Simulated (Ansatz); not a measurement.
The parent structure is CdGeAs$_{2}$ in the chalcopyrite structure (space group I-42d, No. 122).

```
CdGeAs2
1.0
   -3.02384     3.02384     5.74418
    3.02384    -3.02384     5.74418
    3.02384     3.02384    -5.74418
Cd Ge As
2 2 4
Direct
  0.00000   0.00000   0.00000
  0.75000   0.25000   0.50000
  0.50000   0.50000   0.00000
  0.25000   0.75000   0.50000
  0.87500   0.84828   0.47328
  0.15172   0.62500   0.02672
  0.37500   0.40172   0.52672
  0.59828   0.12500   0.97328
```

Calculations: Kohn–Sham DFT with the PBE functional, run in Ansatz (a quantum-chemistry and plane-wave program) with PAW and 420 eV plane waves, without spin-orbit coupling.

For the base:

```
Quantity               Value
-------------------  -------
Lattice parameter a  6.048 Å
```

It is then changed as follows: cell and atoms relaxed at a pressure of 0.9 GPa.

### Question
What does the calculation give for the lattice parameter a after the change?

### Answer
The lattice parameter a shrinks by 0.032 Å to 6.016 Å.

Load acts through the strain it causes; cell and atoms are relaxed under it. Whether these cells are dynamically stable was not tested.
